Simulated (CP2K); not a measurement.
CP2K run on Ta3N (P1, 4 atoms in the cell): self-consistent single point.

Method: PBEsol, GPW, DZVP-MOLOPT-SR-GTH basis, GTH-PBE potentials (GTH_POTENTIALS) run with CP2K.

The change in words: lattice scaled by 0.98. Reference geometry:
```yaml
crystal:
  lattice:
    - [3.03222, 0.00000, 0.00000]
    - [-1.51611, 2.62598, 0.00000]
    - [0.00000, 0.00000, 7.52414]
  atoms:
    - { symbol: Ta, position: [0.02740, 0.99407, 0.49389] }
    - { symbol: Ta, position: [0.33016, 0.67042, 0.16700] }
    - { symbol: Ta, position: [0.65330, 0.31095, 0.83413] }
    - { symbol: N, position: [0.98914, 0.02456, 0.00498] }
```

Reference input (self-consistent single point, DFT PBEsol, GPW, DZVP-MOLOPT-SR-GTH basis, GTH-PBE potentials (GTH_POTENTIALS)): CUTOFF = 500 Ry; REL_CUTOFF = 50 Ry; SMEAR/METHOD = FERMI_DIRAC; ELECTRONIC_TEMPERATURE = 1160.45 K; KPOINTS/SCHEME = MACDONALD 8 8 3 0.0625 0.0625 0; XC_FUNCTIONAL = PBE:PBESOL; Ta/BASIS_SET = DZVP-MOLOPT-SR-GTH; Ta/POTENTIAL = GTH-PBE-q13; N/BASIS_SET = DZVP-MOLOPT-SR-GTH; N/POTENTIAL = GTH-PBE-q5; METHOD = GPW; EPS_DEFAULT = 1e-11. This run's input differs from it in these lines:

```diff
@@ -66,5 +66,5 @@
     &CELL
-      A 3.03222000 0.00000000 0.00000000
-      B -1.51611000 2.62598000 0.00000000
-      C 0.00000000 0.00000000 7.52414000
+      A 2.97157600 0.00000000 0.00000000
+      B -1.48578800 2.57346000 0.00000000
+      C 0.00000000 0.00000000 7.37365700
       PERIODIC XYZ
```

Log, with long lists cut:

```
 SCF WAVEFUNCTION OPTIMIZATION

  Step     Update method      Time    Convergence         Total energy    Change
     1 NoMix/Diag. 0.30E+00      -     0.54795900      -186.3034011559 -1.86E+02
     2 Broy./Diag. 0.30E+00      -     0.22417229      -185.3149170104  9.88E-01
     3 Broy./Diag. 0.30E+00      -     0.11272858      -185.2801181131  3.48E-02
     4 Broy./Diag. 0.30E+00      -     0.12831743      -184.8032714470  4.77E-01
     5 Broy./Diag. 0.30E+00      -     0.02262039      -184.4651382562  3.38E-01
     6 Broy./Diag. 0.30E+00      -     0.00454878      -184.4542710129  1.09E-02
   [... 5 lines left out ...]
    12 Broy./Diag. 0.30E+00      -     0.00001520      -184.4818074708  4.48E-05
    13 Broy./Diag. 0.30E+00      -     0.00000193      -184.4817986862  8.78E-06
    14 Broy./Diag. 0.30E+00      -     0.00000113      -184.4817993610 -6.75E-07
    15 Broy./Diag. 0.30E+00      -     0.00000003      -184.4817999436 -5.83E-07
  *** SCF run converged in    15 steps ***

  Overlap energy of the core charge distribution:               0.00000002135450
  Self energy of the core charge distribution:               -284.89072689312036
  Core Hamiltonian energy:                                     63.26990508636726
  Hartree energy:                                              60.17141440182890
  Exchange-correlation energy:                                -23.02930337512063
  Electronic entropic energy:                                  -0.00308918480039
  Fermi energy:                                                 0.53479139045424

  Total energy:                                              -184.48179994356019
  Total energy (extrapolated to T->0):                       -184.48025535116000

                     Mulliken Population Analysis

   [... lines left out ...]

 STRESS| Analytical stress tensor [bar]
 STRESS|                        x                   y                   z
 STRESS|      x        1.15448494453E+05  -1.22958085775E+03   9.86553310852E+03
 STRESS|      y       -1.22958085775E+03   1.06502096735E+05  -1.20379866701E+04
 STRESS|      z        9.86553310852E+03  -1.20379866701E+04   1.02626357411E+05
 STRESS| 1/3 Trace                                             1.08192316200E+05
```

The run converged in 15 iterations. Against the reference run the free energy goes up by 12.6 meV/atom, the pressure goes from -5.41 to 10.82 GPa and the largest force goes from 1.611 to 1.987 eV/Å.

The starting cell comes from a database of computed structures (which also holds hypothetical and non-ambient phases and stackings), without a prior relaxation at this level. Its atoms were displaced at random from the sites of space group no. 164. For this run, on top of that: lattice scaled by 0.98. Spin polarisation is off. Values carry the incompleteness of an atom-centred basis. The potentials were made for another functional than the one used. With a pressure of about 11 GPa the cell is away from its equilibrium volume at this level. Forces in this geometry exceed 1 eV/Å.

Cost on one core of a shared machine: roughly 90 s.
